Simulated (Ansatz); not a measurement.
Input and output of a self-consistent single point for Mo2C (P1, 3 atoms in the cell) (Ansatz, a quantum-chemistry and plane-wave program).

Level of theory: PBEsol, PAW files made with PBE (plane waves; Ansatz).

The change in words: atoms moved at random. Reference geometry:
```xyz
3
Lattice="3.1257 0.0000 0.0000 -1.5629 2.7070 0.0000 0.0000 0.0000 4.7447" Properties=species:S:1:pos:R:3 pbc="T T T"
Mo     0.0000     1.8046     1.1851
Mo     1.5629     0.9023     3.5596
C      0.0000     0.0000     2.3724
```

Reference input (self-consistent single point, DFT, PBEsol, plane waves, PAW files made with PBE): basis.ecutwfc = 420 eV; kpoints.mp_grid.grid = 14 14 8; hamiltonian.xc = pbesol; hamiltonian.pseudopotentials = {kind: paw} (an earlier, softer set of the program's PAW files); scf.occupations.method = gaussian; scf.occupations.width = 0.1 eV. This run's input differs from it in these lines:

Ansatz 0.2 input:
```diff
@@ -7,5 +7,5 @@
   atoms:
-    - { symbol: Mo, position: [0.333333, 0.666667, 0.249770] }
-    - { symbol: Mo, position: [0.666667, 0.333333, 0.750230] }
-    - { symbol: C, position: [0.000000, 0.000000, 0.500000] }
+    - { symbol: Mo, position: [0.336693, 0.661255, 0.245770] }
+    - { symbol: Mo, position: [0.649341, 0.331959, 0.750429] }
+    - { symbol: C, position: [0.013967, 0.006786, 0.503801] }
 basis:
```

Output (repeated stretches shortened):

```
SCF iter   1: F=—  HF=-10045.097215 eV  |F-HF|=—  |Δ(HF+E_count)|=         —  Δρ=1.48e-1  dr2=1.29e1  ethr=3.10e-3  ⟨swp⟩=5.0  Hψ=64820  notcnv=0
all-band conjugate gradients solve this SCF's bands
preconditioner: auto → none
SCF iter   2: F=—  HF=-10042.788402 eV  |F-HF|=—  |Δ(HF+E_count)|=    2.31e0  Δρ=8.36e-2  dr2=4.15e0  ethr=3.10e-3  ⟨swp⟩=2.4  Hψ=34049  notcnv=0  defer=96
   [... lines left out ...]
SCF iter   6: F=—  HF=-10041.764680 eV  |F-HF|=—  |Δ(HF+E_count)|=   3.34e-3  Δρ=6.88e-4  dr2=7.54e-4  ethr=4.48e-5  ⟨swp⟩=2.0  Hψ=20649  notcnv=0  defer=117
SCF iter   7: F=—  HF=-10041.764512 eV  |F-HF|=—  |Δ(HF+E_count)|=   1.67e-4  Δρ=9.65e-5  dr2=1.24e-5  ethr=2.36e-6  ⟨swp⟩=2.0  Hψ=21176  notcnv=0  defer=117
SCF iter   8: F=—  HF=-10041.764540 eV  |F-HF|=—  |Δ(HF+E_count)|=   2.77e-5  Δρ=1.18e-5  dr2=8.08e-8  ethr=3.13e-10  ⟨swp⟩=4.9  Hψ=81449  notcnv=0
SCF iter   9: F=-10041.764540 eV  HF=-10041.764540 eV  |F-HF|=3.87e-10  |Δ(HF+E_count)|=   1.34e-8  Δρ=1.66e-6  dr2=7.21e-10  ethr=2.53e-10  ⟨swp⟩=2.1  Hψ=53496  notcnv=0
SCF 1 converged in 9 iterations: F = -10041.764540 eV  dr2 = 7.21e-10
Free energy (F): -10041.764540 eV
Internal energy: -10041.756526 eV  (E = F + TS)
E sigma→0 (E₀):  -10041.760533 eV
Entropy (-TS):   -0.008014 eV (-2.671 meV/atom)
Fermi energy:    18.174739 eV
--- Forces (eV/Å), atoms counted from 1 ---
  atom   1  Mo    -0.04291580     0.19472686     1.08218823
  atom   2  Mo     0.66097692     0.17529271    -0.71666561
  atom   3  C     -0.61806777    -0.37002285    -0.36553499
--- Stress (GPa, compression-positive) ---
      -23.328895       0.546384       2.175697
        0.546384     -23.506344      -0.109772
        2.175697      -0.109772     -22.565943
  P = ⅓ Tr σ = -23.1337 GPa (-231.337 kbar)
  The stress holds the Pulay correction. Without it, at fixed plane waves, as pw.x and ABINIT print it: P = -23.2239 GPa
```

The run converged in 9 iterations. Against the reference run the free energy goes up by 17.7 meV/atom, the pressure goes from -23.01 to -23.13 GPa and the largest force goes from 0.745 to 1.100 eV/Å.

The starting cell comes from a database of computed structures (which also holds hypothetical and non-ambient phases and stackings), without a prior relaxation at this level. Its lattice was rescaled by a random factor within 2.5 % of one. For this run, on top of that: atoms moved at random. Spin polarisation is off. With a pressure of about -23 GPa the cell is away from its equilibrium volume at this level. Forces in this geometry exceed 1 eV/Å. Ansatz's pressure includes its estimate of the finite-basis (Pulay) stress.

Cost on one core of a shared machine: roughly 80 s.
